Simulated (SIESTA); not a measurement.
SIESTA run on HfB₂ (P6/mmm, 3 atoms in the cell): self-consistent single point

Method of the run: GGA PBE, numerical atomic orbitals DZP, PseudoDojo PBE standard norm-conserving potentials (rewritten from UPF to PSML) (SIESTA).

Input:

```
# files in the folder: Hf.psml B.psml (PseudoDojo PBE standard)
SystemName  HfB2
SystemLabel HfB2

NumberOfAtoms                3
NumberOfSpecies              2
%block ChemicalSpeciesLabel
  1 72 Hf
  2 5 B
%endblock ChemicalSpeciesLabel
LatticeConstant              3.132680 Ang
%block LatticeVectors
     1.000000000    0.000000000    0.000000000
    -0.500000000    0.866025256    0.000000000
     0.000000000    0.000000000    1.110617746
%endblock LatticeVectors
AtomicCoordinatesFormat      Ang
%block AtomicCoordinatesAndAtomicSpecies
     0.000000000    0.000000000    0.000000000  1
    -0.000001566    1.808654238    1.739605000  2
     1.566341566    0.904325762    1.739605000  2
%endblock AtomicCoordinatesAndAtomicSpecies

XC.functional                GGA
XC.authors                   PBE
PAO.BasisSize                DZP
PAO.EnergyShift              0.01 Ry
MeshCutoff                   300 Ry
%block kgrid.MonkhorstPack
    8   0   0  0.0
    0   8   0  0.0
    0   0   7  0.0
%endblock kgrid.MonkhorstPack
OccupationFunction           FD
ElectronicTemperature        50.0 meV

MaxSCFIterations             150
SCF.Mixer.Method             Pulay
SCF.Mixer.Weight             0.1
SCF.Mixer.History            6
SCF.DM.Tolerance             1.0E-05
Diag.ParallelOverK           true
WriteForces                  true
```

Output, abridged:

```
reinit: Reading from file input.fdf

reinit: System Name: HfB2
reinit: System Label: HfB2

coor:   Atomic-coordinates input format  =     Cartesian coordinates
coor:                                          (in Angstroms)

siesta: Atomic coordinates (Bohr) and species
siesta:      0.00000   0.00000   0.00000  1        1
siesta:     -0.00000   3.41786   3.28738  2        2
siesta:      2.95996   1.70893   3.28738  2        3

siesta: System type = bulk

initatomlists: Number of atoms, orbitals, and projectors:      3    45    48

siesta: ******************** Simulation parameters ****************************
redata: Spin configuration                          = none
redata: Time-Reversal Symmetry                      = T
redata: Number of Atomic Species                    =        2
redata: Mesh Cutoff                                 =   300.0000 Ry
redata: Net charge of the system                    =     0.0000 |e|
redata: Min. number of SCF Iter                     =        0
redata: Max. number of SCF Iter                     =      150
redata: SCF convergence failure will abort job
redata: SCF mix quantity                            = Hamiltonian
redata: Mix DM or H after convergence               =   F
redata: Recompute H after scf cycle                 =   F
redata: Mix DM in first SCF step                    =   T
redata: No kicks to SCF
redata: DM Mixing Weight for Kicks                  =     0.5000
redata: Require Harris convergence for SCF          =   F
redata: Harris energy tolerance for SCF             =     0.000100 eV
redata: Require DM convergence for SCF              =   T
redata: DM tolerance for SCF                        =     0.000010
redata: Require EDM convergence for SCF             =   F
redata: EDM tolerance for SCF                       =     0.001000 eV
redata: Require H convergence for SCF               =   T
redata: Hamiltonian tolerance for SCF               =     0.001000 eV
redata: Require (free) Energy convergence for SCF   =   F
redata: (free) Energy tolerance for SCF             =     0.000100 eV
redata: Using DFT-D3 dispersion                     =   F
redata: Using Saved Data (generic)                  =   F
redata: Method of Calculation                       = Diagonalization
redata: Electronic Temperature                      =   580.2259 K
redata: Number of TDED substeps                     =        3
redata: Dynamics option                             = Single-point calculation
redata: Save all siesta data in one NC              =   F
redata: ***********************************************************************

%block SCF.Mixers
  Pulay
%endblock SCF.Mixers

%block SCF.Mixer.Pulay
  # Mixing method
  method pulay
  variant stable

  # Mixing options
  weight 0.1000
  weight.linear 0.1000
  history 6
%endblock SCF.Mixer.Pulay

DM_history_depth set to one: no extrapolation allowed by default for geometry relaxation
Size of DM history Fstack: 1
Total number of electrons:    18.000000
Total ionic charge:    18.000000

* ProcessorY, Blocksize:    1  46

* Orbital distribution balance (max,min):    45    45

k-point displ. along   1 input, could be:     0.00    0.50
k-point displ. along   2 input, could be:     0.00    0.50
 Kpoints in:          256 . Kpoints trimmed:          232

siesta: k-grid: Number of k-points = 232
siesta: k-points from Monkhorst-Pack grid
siesta: k-cutoff (effective) =    12.177 Ang
siesta: k-point supercell and displacements
siesta: k-grid:     8     0     0      0.000
siesta: k-grid:     0     8     0      0.000
siesta: k-grid:     0     0     7      0.000

diag: Algorithm                                     = D&C
diag: Parallel over k                               =   F
diag: Use parallel 2D distribution                  =   F
diag: Parallel block-size                           = 46
diag: Parallel distribution                         =     1 x     1
diag: Used triangular part                          = Lower
diag: Absolute tolerance                            =  0.100E-15
diag: Orthogonalization factor                      =  0.100E-05
diag: Memory factor                                 =  1.0000

superc: Internal auxiliary supercell:     7 x     7 x     5  =     245
superc: Number of atoms, orbitals, and projectors:    735  11025  11760

                        Single-point calculation

superc: Internal auxiliary supercell:     7 x     7 x     5  =     245
superc: Number of atoms, orbitals, and projectors:    735  11025  11760

outcell: Unit cell vectors (Ang):
        3.132680    0.000000    0.000000
       -1.566340    2.712980    0.000000
        0.000000    0.000000    3.479210

outcell: Cell vector modules (Ang)   :    3.132680    3.132680    3.479210
outcell: Cell angles (23,13,12) (deg):     90.0000     90.0000    120.0000
outcell: Cell volume (Ang**3)        :     29.5695
new_DM -- step:     1
Initializing Density Matrix...

Attempting to read DM from file... Failed...
DM filled with atomic data:

InitMesh: MESH = 30 x 30 x 40 = 36000
InitMesh: Mesh cutoff (required, used) =   300.000   337.949 Ry

stepf: Fermi-Dirac step function

        iscf     Eharris(eV)        E_KS(eV)     FreeEng(eV)     dDmax    Ef(eV) dHmax(eV)
   scf:    1    -1673.940243    -1694.033800    -1694.036052  1.655697 -4.203543  8.518860
   scf:    2    -1696.525513    -1695.330487    -1695.332762  0.044911 -4.315623  6.652780
   scf:    3    -1697.799282    -1697.198557    -1697.200803  0.138625 -4.436478  0.376477
   scf:    4    -1696.475165    -1696.948234    -1696.950880  0.053906 -4.466889  2.377086
   scf:    5    -1697.341660    -1697.218626    -1697.220882  0.048921 -4.490614  0.136433
   scf:    6    -1697.219293    -1697.218973    -1697.221228  0.000901 -4.490502  0.119911
   scf:    7    -1697.219839    -1697.219570    -1697.221840  0.002559 -4.496428  0.007845
   scf:    8    -1697.219572    -1697.219572    -1697.221842  0.000167 -4.497035  0.000595
   scf:    9    -1697.219572    -1697.219572    -1697.221842  0.000032 -4.497083  0.000100
   scf:   10    -1697.219572    -1697.219572    -1697.221842  0.000004 -4.497085  0.000072

SCF Convergence by DM+H criterion
max |DM_out - DM_in|         :     0.0000044030
max |H_out - H_in|      (eV) :     0.0000716784
SCF cycle converged after 10 iterations

Using DM_out to compute the final energy and forces

siesta: E_KS(eV) =            -1697.2196

siesta: E_KS - E_eggbox =     -1697.2196

siesta: Atomic forces (eV/Ang):
     1    0.000000    0.000000   -0.000000
     2    0.000011   -0.000006    0.000000
     3   -0.000011    0.000006   -0.000000
   Tot   -0.000000    0.000000   -0.000000
   Max    0.000011
   Res    0.000006    sqrt( Sum f_i^2 / 3N )
   Max    0.000011    constrained

Stress tensor Voigt[x,y,z,yz,xz,xy] (kbar):      -36.16      -36.12       14.25       -0.00        0.00        0.04
(Free)E + p*V (eV/cell)    -1696.8648
Target enthalpy (eV/cell)    -1697.2218

siesta: Program's energy decomposition (eV):
siesta: Ebs     =      -449.019329
siesta: Eions   =      2210.088324
siesta: Ena     =       368.592587
siesta: Ekin    =       507.453469
siesta: Enl     =        77.146334
siesta: Eso     =         0.000000
siesta: Edftu   =         0.000000
siesta: DEna    =        16.307462
siesta: DUscf   =         1.213473
siesta: DUext   =         0.000000
siesta: Ex      =      -422.565241
siesta: Ec      =       -35.279332
siesta: Exc     =      -457.844573
siesta: Eharris =     -1697.219572
siesta: Etot    =     -1697.219572
siesta: FreeEng =     -1697.221842

siesta: Stress tensor (static) (eV/Ang**3):
siesta:    -0.022572    0.000025    0.000000
siesta:     0.000025   -0.022544   -0.000000
siesta:     0.000000   -0.000000    0.008893

siesta: Cell volume =         29.569452 Ang**3

siesta: Pressure (static):
siesta:                Solid            Molecule  Units
siesta:           0.00013150          0.00013151  Ry/Bohr**3
siesta:           0.01207423          0.01207448  eV/Ang**3
siesta:          19.34504676         19.34545171  kBar
```

The run converged in 10 iterations.

The starting cell comes from a database of computed structures (which also holds hypothetical and non-ambient phases and stackings), without a prior relaxation at this level. Values carry the incompleteness of an atom-centred basis.
